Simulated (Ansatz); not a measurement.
**A computed series for AlN: response to strain**

Start from AlN in the zinc blende structure (space group F-43m, No. 216; a = 4.342 Å).

Strains are applied to the cell and any free atomic positions relax.

The values are results of LDA (Ansatz, a quantum-chemistry and plane-wave program; PAW; 420 eV plane waves; no SOC), not measurements.

```
isotropic strain (%)  pressure (GPa)
--------------------  --------------
-3                              22.9
-2.5                            18.5
-2                                 ?
0                                0.0
0.5                             -3.0
1                               -5.9
1.5                             -8.6
2                              -11.1
3                              -15.7
```

Fit P = P₀ − Bδ + Cδ² with δ = (1 + ε)³ − 1 to the rows shown and predict the withheld row.

Least squares on the printed values gives P₀ = 0.1 GPa, B = 216 GPa, C = 498 GPa (largest residual 0.1 GPa); this predicts 14.6 GPa, and the run gives 14.3 GPa, 0.3 lower.

Whether these cells are dynamically stable was not tested. This is not the structure that AlN has at room temperature and ambient pressure.
